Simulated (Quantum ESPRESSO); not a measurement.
# Variants of one calculation on Al₃Pt₂ (P-3m1, 10 atoms in the cell)

Space group P-3m1 (No. 164); a = b = 4.130 Å, c = 11.131 Å, α = β = 90.00°, γ = 120.00°

```csv
atom,site,symmetry,x,y,z
Al,2d,3m.,0.3333,0.6667,0.3339
Al,1b,-3m.,0.0000,0.0000,0.5000
Al,1a,-3m.,0.0000,0.0000,0.0000
Al,2c,3m.,0.0000,0.0000,0.2268
Pt,2d,3m.,0.6667,0.3333,0.4122
Pt,2d,3m.,0.3333,0.6667,0.1030
```

Base run A: PBEsol, GBRV 1.5 ultrasoft (PBESOL) pseudopotentials run with Quantum ESPRESSO 7.5, self-consistent single point.

Its settings: ecutwfc = 40 Ry; ecutrho = 320 Ry; occupations = smearing; smearing = cold; degauss = 0.0073499 Ry; potentials = {Al: al_pbesol_v1.uspp.F.UPF, Pt: pt_pbesol_v1.4.uspp.F.UPF}; K_POINTS = automatic 5 5 2 0 0 0; conv_thr = 1e-10 Ry; mixing_beta = 0.4.

The starting cell comes from a database of computed structures (which also holds hypothetical and non-ambient phases and stackings), without a prior relaxation at this level. Spin polarisation is off. In the base run, with a pressure of about -4 GPa the cell is away from its equilibrium volume at this level.

ΔF is the free energy per atom less that of run A. A dash stands where there is no value to compare (another energy zero or no entropy term, no result, no spin, no clean gap, or a mesh too coarse for one). Absolute energies have different zeros for different potentials, functionals, Hubbard and dispersion terms and are not compared across them.

Run A gave: pressure (GPa) -4.40; largest force (eV/Å) 0.258; k-points 10.

Runs:
- B: vdw_corr: default → grimme-d3; dftd3_version: default → 4; dftd3_threebody: default → false [PBEsol-D3(BJ)]
- C: smearing: cold → mp
- D: degauss: 0.0073499 Ry → 0.011025 Ry
- E: nosym: default → true
- F: ecutrho: 320 Ry → 80 Ry
- G: ecutwfc: 40 Ry → 46 Ry; ecutrho: 320 Ry → 368 Ry
- H: conv_thr: 1e-10 Ry → 0.0001 Ry
- I: tqr: default → true

### Question
What does run G change against A?

### Answer
The free energy drops by 6.5 meV/atom, the pressure goes from -4.40 to -4.18 GPa and the largest force stays at 0.258 eV/Å.

### Question
What does run I change against A?

### Answer
The free energy is nearly the same (within 1 meV/atom), the pressure goes from -4.40 to -4.27 GPa and the largest force hardly changes (0.258 to 0.256 eV/Å).

```csv
run,ΔF (meV/atom),pressure (GPa),largest force (eV/Å),k-points
A,0.00,-4.40,0.258,10
B,–,-8.77,0.264,10
C,-0.08,-4.40,0.266,10
D,-0.06,-4.42,0.249,10
E,0.00,-4.39,0.258,26
F,-33.4,-1.55,0.319,10
G,-6.5,-4.18,0.258,10
H,0.01,-4.75,0.255,10
I,0.07,-4.27,0.256,10
```
